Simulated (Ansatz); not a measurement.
TiRe (Pm-3m), PBEsol, DFPT electron-phonon coupling, linearised Boltzmann equation (Ansatz, an electronic-structure program). Phonon-limited resistivity 5.54 μΩ·cm at 300 K, 7.71 μΩ·cm at 400 K, current-weighted mean free path 12.3 nm, Drude plasma energy 7.87 eV.

Q: What Drude relaxation time do resistivity and plasma energy imply?

A: ω_p = 1.20e16 s⁻¹, so τ = 1/(ε₀ ω_p² ρ) = 14.3 fs, a damping ħ/τ of 46.2 meV.

Q: What temperature coefficient of resistance follows, and how does it compare with 1/T?

A: (ρ₄₀₀ − ρ₃₀₀)/(100 K × ρ₃₀₀) = 3.92×10⁻³ K⁻¹, against 1/T = 3.33×10⁻³ K⁻¹ for a resistivity proportional to T. It lies higher because phonons are still being populated at 300 K; impurities would add a constant and lower it.

Q: Estimate the resistivity of a 40 nm square wire with diffuse walls from ρ ≈ ρ₀(1 + 3ℓ/4d).

A: 1 + 0.75 × 12.3/40 = 1.23, so ρ ≈ 6.82 μΩ·cm and a line 1 μm long has 42.6 Ω. The formula is the free-electron limit for d well above ℓ; grain boundaries add to it.

A metal at this level (no band gap). Only scattering by harmonic phonons is included (no impurities, grain boundaries, electron-electron scattering or thermal expansion). Spin-orbit coupling is left out, which matters with elements this heavy. Halving the electron mesh (28x28x28) moves the resistivity by up to 7 % at 300 K, the mean free path by up to 7 %. Smearing 0.20 eV; phonons on a 5x5x5 q mesh, which this run doesn't test.

Formula and space group known from diffraction (Crystallography Open Database), not checked to be the room-temperature form: TiRe (Pm-3m).
